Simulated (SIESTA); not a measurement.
# Worked example: self-consistent single point of Rb (Im-3m, 1 atom in the cell) in SIESTA

Method: LDA PW92, numerical atomic orbitals DZP, PseudoDojo LDA standard norm-conserving potentials (rewritten from UPF to PSML) in SIESTA.

This input was run:

```
# files in the folder: Rb.psml (PseudoDojo LDA standard)
SystemName  Rb
SystemLabel rb

NumberOfAtoms                1
NumberOfSpecies              1
%block ChemicalSpeciesLabel
  1 37 Rb
%endblock ChemicalSpeciesLabel
LatticeConstant              4.907723 Ang
%block LatticeVectors
    -0.577350229    0.577350229    0.577350229
     0.577350229   -0.577350229    0.577350229
     0.577350229    0.577350229   -0.577350229
%endblock LatticeVectors
AtomicCoordinatesFormat      Ang
%block AtomicCoordinatesAndAtomicSpecies
     0.000000000    0.000000000    0.000000000  1
%endblock AtomicCoordinatesAndAtomicSpecies

XC.functional                LDA
XC.authors                   PW92
PAO.BasisSize                DZP
PAO.EnergyShift              0.01 Ry
MeshCutoff                   350 Ry
%block kgrid.MonkhorstPack
    8   0   0  0.0
    0   8   0  0.0
    0   0   8  0.0
%endblock kgrid.MonkhorstPack
OccupationFunction           FD
ElectronicTemperature        100.0 meV

MaxSCFIterations             150
SCF.Mixer.Method             Broyden
SCF.Mixer.Weight             0.25
SCF.Mixer.History            6
SCF.DM.Tolerance             1.0E-05
Diag.ParallelOverK           true
WriteForces                  true
```

Output, abridged:

```
reinit: Reading from file input.fdf

reinit: System Name: Rb
reinit: System Label: rb

coor:   Atomic-coordinates input format  =     Cartesian coordinates
coor:                                          (in Angstroms)

siesta: Atomic coordinates (Bohr) and species
siesta:      0.00000   0.00000   0.00000  1        1

siesta: System type = bulk

initatomlists: Number of atoms, orbitals, and projectors:      1     9    18

siesta: ******************** Simulation parameters ****************************
redata: Spin configuration                          = none
redata: Time-Reversal Symmetry                      = T
redata: Number of Atomic Species                    =        1
redata: Mesh Cutoff                                 =   350.0000 Ry
redata: Net charge of the system                    =     0.0000 |e|
redata: Min. number of SCF Iter                     =        0
redata: Max. number of SCF Iter                     =      150
redata: SCF convergence failure will abort job
redata: SCF mix quantity                            = Hamiltonian
redata: Mix DM or H after convergence               =   F
redata: Recompute H after scf cycle                 =   F
redata: Mix DM in first SCF step                    =   T
redata: No kicks to SCF
redata: DM Mixing Weight for Kicks                  =     0.5000
redata: Require Harris convergence for SCF          =   F
redata: Harris energy tolerance for SCF             =     0.000100 eV
redata: Require DM convergence for SCF              =   T
redata: DM tolerance for SCF                        =     0.000010
redata: Require EDM convergence for SCF             =   F
redata: EDM tolerance for SCF                       =     0.001000 eV
redata: Require H convergence for SCF               =   T
redata: Hamiltonian tolerance for SCF               =     0.001000 eV
redata: Require (free) Energy convergence for SCF   =   F
redata: (free) Energy tolerance for SCF             =     0.000100 eV
redata: Using DFT-D3 dispersion                     =   F
redata: Using Saved Data (generic)                  =   F
redata: Method of Calculation                       = Diagonalization
redata: Electronic Temperature                      =  1160.4518 K
redata: Number of TDED substeps                     =        3
redata: Dynamics option                             = Single-point calculation
redata: Save all siesta data in one NC              =   F
redata: ***********************************************************************

%block SCF.Mixers
  Broyden
%endblock SCF.Mixers

%block SCF.Mixer.Broyden
  # Mixing method
  method broyden

  # Mixing options
  weight 0.2500
  weight.linear 0.2500
  weight.prime 0.2500
  history 6
%endblock SCF.Mixer.Broyden

DM_history_depth set to one: no extrapolation allowed by default for geometry relaxation
Size of DM history Fstack: 1
Total number of electrons:     9.000000
Total ionic charge:     9.000000

* ProcessorY, Blocksize:    1  10

* Orbital distribution balance (max,min):     9     9

k-point displ. along   1 input, could be:     0.00    0.50
k-point displ. along   2 input, could be:     0.00    0.50
k-point displ. along   3 input, could be:     0.00    0.50
 Kpoints in:          320 . Kpoints trimmed:          296

siesta: k-grid: Number of k-points = 296
siesta: k-points from Monkhorst-Pack grid
siesta: k-cutoff (effective) =    19.631 Ang
siesta: k-point supercell and displacements
siesta: k-grid:     8     0     0      0.000
siesta: k-grid:     0     8     0      0.000
siesta: k-grid:     0     0     8      0.000

diag: Algorithm                                     = D&C
diag: Parallel over k                               =   F
diag: Use parallel 2D distribution                  =   F
diag: Parallel block-size                           = 10
diag: Parallel distribution                         =     1 x     1
diag: Used triangular part                          = Lower
diag: Absolute tolerance                            =  0.100E-15
diag: Orthogonalization factor                      =  0.100E-05
diag: Memory factor                                 =  1.0000

superc: Internal auxiliary supercell:     5 x     5 x     5  =     125
superc: Number of atoms, orbitals, and projectors:    125   1125   2250

                        Single-point calculation

superc: Internal auxiliary supercell:     5 x     5 x     5  =     125
superc: Number of atoms, orbitals, and projectors:    125   1125   2250

outcell: Unit cell vectors (Ang):
       -2.833475    2.833475    2.833475
        2.833475   -2.833475    2.833475
        2.833475    2.833475   -2.833475

outcell: Cell vector modules (Ang)   :    4.907723    4.907723    4.907723
outcell: Cell angles (23,13,12) (deg):    109.4712    109.4712    109.4712
outcell: Cell volume (Ang**3)        :     90.9951
new_DM -- step:     1
Initializing Density Matrix...

Attempting to read DM from file... Failed...
DM filled with atomic data:

InitMesh: MESH = 48 x 48 x 48 = 110592
InitMesh: Mesh cutoff (required, used) =   350.000   396.566 Ry

stepf: Fermi-Dirac step function

        iscf     Eharris(eV)        E_KS(eV)     FreeEng(eV)     dDmax    Ef(eV) dHmax(eV)
   scf:    1     -737.412863     -736.878794     -736.907641  0.459665 -2.402938  2.077630
   scf:    2     -736.947806     -736.914144     -736.943036  0.026787 -2.443688  1.393376
   scf:    3     -736.962704     -736.941298     -736.970282  0.050622 -2.524602  0.038209
   scf:    4     -736.941329     -736.941315     -736.970300  0.001393 -2.527933  0.003941
   scf:    5     -736.941321     -736.941318     -736.970301  0.000079 -2.528917  0.002781
   scf:    6     -736.941322     -736.941320     -736.970301  0.000066 -2.529596  0.001961
   scf:    7     -736.941323     -736.941322     -736.970301  0.000048 -2.530092  0.001363
   scf:    8     -736.941324     -736.941323     -736.970301  0.000037 -2.530411  0.000970
   scf:    9     -736.941324     -736.941323     -736.970301  0.000021 -2.530642  0.000694
   scf:   10     -736.941324     -736.941324     -736.970301  0.000016 -2.530802  0.000500
   scf:   11     -736.941324     -736.941324     -736.970301  0.000011 -2.530911  0.000369
   scf:   12     -736.941325     -736.941324     -736.970301  0.000007 -2.530988  0.000275

SCF Convergence by DM+H criterion
max |DM_out - DM_in|         :     0.0000074542
max |H_out - H_in|      (eV) :     0.0002753978
SCF cycle converged after 12 iterations

Using DM_out to compute the final energy and forces

siesta: E_KS(eV) =             -736.9413

siesta: E_KS - E_eggbox =      -736.9413

siesta: Atomic forces (eV/Ang):
     1   -0.000000   -0.000000    0.000000
   Tot   -0.000000   -0.000000    0.000000
   Max    0.000000
   Res    0.000000    sqrt( Sum f_i^2 / 3N )
   Max    0.000000    constrained

Stress tensor Voigt[x,y,z,yz,xz,xy] (kbar):        3.60        3.60        3.60       -0.00       -0.00        0.00
(Free)E + p*V (eV/cell)     -737.1749
Target enthalpy (eV/cell)     -736.9703

siesta: Program's energy decomposition (eV):
siesta: Ebs     =      -160.359027
siesta: Eions   =       765.622486
siesta: Ena     =        49.513181
siesta: Ekin    =       196.132642
siesta: Enl     =       -32.715494
siesta: Eso     =         0.000000
siesta: Edftu   =         0.000000
siesta: DEna    =         4.809403
siesta: DUscf   =         0.183341
siesta: DUext   =         0.000000
siesta: Ex      =      -168.963405
siesta: Ec      =       -20.278505
siesta: Exc     =      -189.241910
siesta: Eharris =      -736.941325
siesta: Etot    =      -736.941324
siesta: FreeEng =      -736.970301

siesta: Stress tensor (static) (eV/Ang**3):
siesta:     0.002249    0.000000   -0.000000
siesta:     0.000000    0.002249   -0.000000
siesta:    -0.000000   -0.000000    0.002249

siesta: Cell volume =         90.995129 Ang**3

siesta: Pressure (static):
siesta:                Solid            Molecule  Units
siesta:          -0.00002449         -0.00002449  Ry/Bohr**3
siesta:          -0.00224888         -0.00224888  eV/Ang**3
siesta:          -3.60311063         -3.60311063  kBar
```

The run converged in 12 iterations.

The starting cell has typed, rounded lattice constants, without a prior relaxation at this level. Its lattice was rescaled by up to half a per cent. Values carry the incompleteness of an atom-centred basis.
